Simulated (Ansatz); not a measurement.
**Smallest direct gap on the k points sampled of ScOF (P2₁/c, No. 14, 12 atoms in the cell; start mp-4661) at several levels of theory**

No measured value is used here.

```csv
level (code),value (eV)
LDA (Ansatz),4.62
PBEsol (Ansatz),4.69
r²SCAN (Ansatz),5.23
HSE06 (Ansatz),6.60
PBE0 (Ansatz),…
```

Q: What belongs in the gaps?

A: 
- PBE0 (Ansatz, an electronic-structure program), value (eV): 7.37

At these levels the smallest gap is indirect and lower: LDA 4.48, PBEsol 4.56, r²SCAN 5.09, HSE06 6.45, PBE0 7.22 eV. Computed values are for a static lattice.  Values are at the PBEsol cell. Cutoffs and k meshes differ between the levels. Ansatz's density-functional and Hartree–Fock values are scalar-relativistic unless marked +SOC, with PAW data made under PBE.

A start named mp-… is a Materials Project structure, which need not be a measured phase.
